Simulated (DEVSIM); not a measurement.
System: Pd/SiON/p-GaAs capacitor, at 300 K.

Layer 1 from the left is SiON, thickness (nm) 7.70. Layer 2 from the left is GaAs, thickness (nm) 1600, Na (cm⁻³) 1.7e17.

Metal gate on the left, work function 5.2 eV. Fixed charge at the semiconductor interface 2e12 cm⁻² (in units of +e); no interface traps.

The device is made up for the run: typed textbook-type constants, with dimensions and the other settings drawn at random. Values at 300 K.

SiON: gap (eV) 7, affinity (eV) 1.4, permittivity 5.5. GaAs: gap (eV) 1.424, affinity (eV) 4.07, permittivity 12.9, Nc (cm⁻³) 4.7e17, Nv (cm⁻³) 9e18.

DEVSIM, 1D Poisson equation in equilibrium, Boltzmann statistics, complete ionisation; no quantum confinement or tunnelling. Metal contacts follow the ideal Schottky-Mott rule: no Fermi-level pinning, no interface dipoles.

Q: What does the simulation give for the flat-band voltage?

A: flat-band voltage -0.70 V.
